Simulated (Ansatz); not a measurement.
Base system: CdS in the wurtzite structure (space group P6_3mc, No. 186; a = 4.197 Å, c = 6.830 Å). Axes: x lies along a and z along c of the hexagonal cell.

One thing is altered: tensile biaxial strain of 0.56 % in the plane normal to [001], as in epitaxy on a mismatched substrate; the out-of-plane cell vector and the atoms relax.

Levels (all Ansatz, a program for electronic structure, PAW, earlier PAW set): PBE (420 eV, no spin-orbit coupling); PBE+SOC (420 eV, spin-orbit coupling included).

The geometry is relaxed with PBE.

| Item | Value |
|---|---|
| PBE gap character | direct at Γ |
| PBE width of the top valence band | 1.53 eV |
| PBE lowest conduction level above the VBM at special points | Γ 1.11 eV; A 2.73 eV; L 3.48 eV; M 3.62 eV |
| PBE valence-band top at Γ | 0.00, 0.00, -0.01 eV |

How does going to PBE+SOC change the gap character, width of the top valence band, lowest conduction level above the VBM at special points and valence-band top at Γ?

The gap character stays direct at Γ; the width of the top valence band stays essentially unchanged (1.53 eV against 1.54 eV); the lowest conduction level above the VBM at special points becomes Γ 1.10 eV; A 2.71 eV; L 3.47 eV; M 3.60 eV (PBE: Γ 1.11 eV; A 2.73 eV; L 3.48 eV; M 3.62 eV); the valence-band top at Γ (three highest Kramers pairs, from the VBM) goes from 0.00, 0.00, -0.01 eV to 0.00, 0.00, -0.05 eV.

Single points use the geometry relaxed with PBE. The spin-orbit shifts are approximate. Whether these cells are dynamically stable was not tested.
